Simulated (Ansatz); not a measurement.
**A computed series for BeTe: pressure series**

Start from BeTe in the zinc blende structure (space group F-43m, No. 216; a = 5.554 Å).

Cell and atoms are relaxed at each pressure.

All numbers come from LDA (Ansatz, a program for electronic structure, PAW, no SOC).

```json
[
 {"pressure (GPa)": "-2", "volume per atom (Å³/atom)": "22.154"},
 {"pressure (GPa)": "-1", "volume per atom (Å³/atom)": "21.773"},
 {"pressure (GPa)": "0", "volume per atom (Å³/atom)": "21.418"},
 {"pressure (GPa)": "0.9", "volume per atom (Å³/atom)": "21.131"},
 {"pressure (GPa)": "2.1", "volume per atom (Å³/atom)": "20.771"},
 {"pressure (GPa)": "4.5", "volume per atom (Å³/atom)": "?"},
 {"pressure (GPa)": "9", "volume per atom (Å³/atom)": "19.137"},
 {"pressure (GPa)": "22.5", "volume per atom (Å³/atom)": "17.092"},
 {"pressure (GPa)": "30", "volume per atom (Å³/atom)": "16.290"}
]
```

**Question.** Fit the third-order Birch–Murnaghan form P(V) = (3B₀/2)[(V₀/V)^(7/3) − (V₀/V)^(5/3)]·[1 + (3/4)(B₀′ − 4)((V₀/V)^(2/3) − 1)] (squares taken in P) to the rows shown and predict the withheld row.

**Answer.** Least squares on the printed values gives V₀ = 21.423 Å³/atom, B₀ = 63.9 GPa, B₀′ = 3.9; this predicts 20.128 Å³/atom, and the run gives 20.126 Å³/atom, 0.002 lower.

Measured bulk modulus of BeTe: 67 GPa (room temperature; as listed in Elmahjoubi et al., arXiv (2023)); the computed value is for a static lattice, so the two differ by thermal effects too.

Load acts through the strain it causes; cell and atoms are relaxed under it. Stability against distortions was not tested. No other phases were tried under pressure.
